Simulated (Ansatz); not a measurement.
Start from Na in the diamond structure (space group Fd-3m, No. 227; a = 7.5841 Å; a hypothetical phase, not in the database extracts checked; relaxed with 0.1 eV smearing). Axes: x, y, z lie along the cube axes.

(Cell as relaxed with PBE.)

Levels (all Ansatz, a quantum-chemistry and plane-wave program, PAW): PBE (420 eV, without spin-orbit coupling); PBEsol (420 eV, without spin-orbit coupling).

Each level relaxes its own structure.

```csv
base,PBE,PBEsol
volume per atom,54.53 Å³,52.51 Å³
lattice parameter a,7.584 Å,7.489 Å
band gap,zero,zero
```

Perturbation: the symmetric strain tensor [-0.0055 0.0051 -0.0012; 0.0051 -0.0148 0.0011; -0.0012 0.0011 -0.0059]; the atoms relax in the strained cell.

```json
[
 {"quantity": "shortest interatomic distance", "PBE": "3.250 Å", "PBEsol": "3.208 Å"},
 {"quantity": "band gap", "PBE": "zero", "PBEsol": "zero"},
 {"quantity": "pressure (mean of the normal stresses, compression positive)", "PBE": "0.1 GPa", "PBEsol": "0.1 GPa"},
 {"quantity": "energy relative to the base (free energy F)", "PBE": "+0.2 meV/atom", "PBEsol": "+0.2 meV/atom"}
]
```

PBE's shortest interatomic distance lies 0.0413 Å above PBEsol's (1.3 %); the two agree on the band gap, pressure and energy relative to the base. Neither level is exact; PBEsol is the comparison here, not a measurement.

No phonon test of stability was made.
